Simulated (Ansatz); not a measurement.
Cell and atoms of amorphous Si24O48C:

```xyz
73
Lattice="10.3824 0.0000 0.0000 0.0000 10.3824 0.0000 0.0000 0.0000 10.3824" Properties=species:S:1:pos:R:3 pbc="T T T"
Si     8.0234     3.4355     8.0184
Si     3.1256     0.4872     5.8990
Si     0.8242     8.8598     2.7954
Si     1.6596     6.9622     7.3927
Si     1.8179     9.7805     8.3469
Si     2.7479     7.8705     4.8188
Si     7.1300     9.1595     9.1693
Si     5.2494     6.2584     4.6363
Si     1.5737     2.9148     4.7579
Si     8.3847     1.4141    10.2011
Si     6.1800     0.4620     6.9296
Si     0.4614     6.8266     0.9435
Si     4.9558     4.6912     2.0277
Si     5.2212     7.0749    10.3012
Si     8.7669     2.4807     4.9862
Si     2.4220     4.1025     7.5629
Si     0.3405     3.0748     9.5209
Si     9.6563     8.6510     7.4890
Si     7.6616     3.2892     2.1476
Si     1.8579     4.2319     1.7926
Si     5.2866     5.1597     7.7031
Si     9.0711     9.8719     4.5814
Si     8.2321     5.4546     0.1339
Si     2.5805     8.8068     0.4445
O      5.0254     4.9929     3.6449
O      3.4793     4.2100     1.5158
O      2.9585     9.4090     5.2348
O      4.1425     7.3531     4.1781
O      6.7594     4.4754     7.9078
O      9.9863     1.6506     9.8757
O      0.1862     9.6704     8.3788
O      8.0149     3.2568     3.7525
O      9.5519     9.2868     5.9975
O      8.2111     8.4347     8.1684
O      8.3540     0.9185     4.7410
O      7.5404     2.2496     9.0503
O      2.5199     1.5861     4.8531
O      8.0152     8.7323     3.9407
O      8.3311     3.0244     6.4641
O      8.5153     4.5372     1.5195
O      1.6857     3.5499     3.2624
O      5.2801     5.8468     6.2038
O      2.0910     9.4064     1.8993
O      9.6900     6.2332    10.3804
O      1.9261     5.5544     8.1497
O      5.3720     6.0163     1.1606
O      2.2432     0.5279     7.2722
O      6.5521     8.0138    10.1750
O      9.4689     3.9385     8.7529
O      4.0600     4.0524     7.7498
O      1.5403     7.6140     0.0084
O      4.0491     8.1283     0.3691
O      5.9277     9.8248     8.2762
O      2.3636     6.7739     5.9459
O      2.0452     3.9026     5.9814
O     10.3182    10.0089     3.5368
O      6.0615     3.5033     1.8408
O      7.9398    10.2444    10.0922
O      2.4450    10.0888     9.8150
O      2.4097     8.3014     7.9500
O      0.0468     7.2188     7.3335
O      1.2844     5.7526     1.8557
O      1.5916     3.0083     8.4670
O      6.7269     6.9598     4.1918
O      4.6786     0.7523     6.2665
O      0.0003     2.5677     4.9470
O      4.9938     6.2793     8.8743
O      8.0774     1.9153     1.3503
O      1.0057     3.5555     0.5616
O      1.4555     7.8202     3.8582
O     10.1760     7.9716     1.9009
O      6.3960     8.7344     5.5413
C      7.0070     8.1924     4.6273
```

Method: PBE, scalar-relativistic without spin-orbit coupling (plane waves to 420 eV, PAW; Ansatz, a quantum-chemistry and plane-wave program).

It comes from a melt-quench run on a machine-learned potential (CHGNet), relaxed afterwards by DFT. O atoms were pushed apart under 1.9 Å during the dynamics, to hinder bonds among them. The hot cell started wider than the set density and was brought back towards it in steps. It is the lowest in DFT energy of 2 quenches. It is a model cell: composition and starting density were chosen by hand, and all elements were melted together. No dispersion term was used. Its density started from a set value of 2.20 and ended at 2.16 g/cm³. Cooling (nominally 400 K/ps over its main leg) ran many orders faster than in experiment, which tends to leave more defects and strain. Values belong to this one cell and scatter from quench to quench. The volume was free in the relaxation, at fixed shape. Stress components on the final sampling reach 1.5 GPa.

Bonds are counted up to Si-Si 2.60 Å, Si-O 1.90 Å, Si-C 2.19 Å, O-O 1.58 Å, O-C 1.70 Å, C-C 1.78 Å. Two cations that share two anions don't count as bonded, nor two that share one unless they lie closer than Si-Si 2.38 Å, Si-C 2.00 Å, C-C 1.63 Å.

Question: Give the coordination numbers, mean bond lengths and angles.

Answer: 
```
Item                                                   Result
-----------------------  ------------------------------------
Mean coordination of Si            3.83 (2 with 2, 22 with 4)
Mean coordination of O             1.98 (1 with 1, 47 with 2)
Mean coordination of C                        3.00 (1 with 3)
Mean Si-O bond           1.638 Å (spread 0.020 Å, 92 counted)
Mean O-C bond             1.299 Å (spread 0.052 Å, 3 counted)
Bond angle at Si                     mean 109.4°, spread 4.3°
Bond angle at O                     mean 141.5°, spread 16.2°
```

Question: Which atoms depart from the most common coordination of their element?

Answer: Si11 has 2 (O65 1.67 Å, O53 1.71 Å); Si23 has 2 (O44 1.66 Å, O40 1.69 Å); O72 has 1 (C73 1.23 Å).

Question: List the pairs of like atoms that count as bonded by the rules above.

Answer: There are none by these rules.
